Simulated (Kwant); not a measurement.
Model system: wire with a side stub in a CdTe two-dimensional gas. Effective mass 0.096 mₑ, grid spacing 5 nm, hard walls, nominal width 150 nm (29 grid rows, so walls 150 nm apart), one parabolic valley, scattering region 450 nm long along x; energies count from the band bottom; Fermi energy swept from 0.00013927 to 0.0016538 eV. Closed stub on one side, 100 nm wide and 130 nm deep.

Constants are typed, rounded textbook-type inputs, not results; the design itself was drawn at random and stands for no fabricated device.

Computed with Kwant: effective-mass tight-binding model on a square grid, one spin, coherent transport at 0 K. Conductance is in e²/h.

Question: How many channels do the leads carry at E = 1.17, 1.26 meV?

Answer: The hard-wall thresholds are n² ħ²π²/(2mW²) = n² × 0.174 meV with W = 150 nm. √(1.17/0.174) = 2.59, so 2. √(1.26/0.174) = 2.69, so 2.
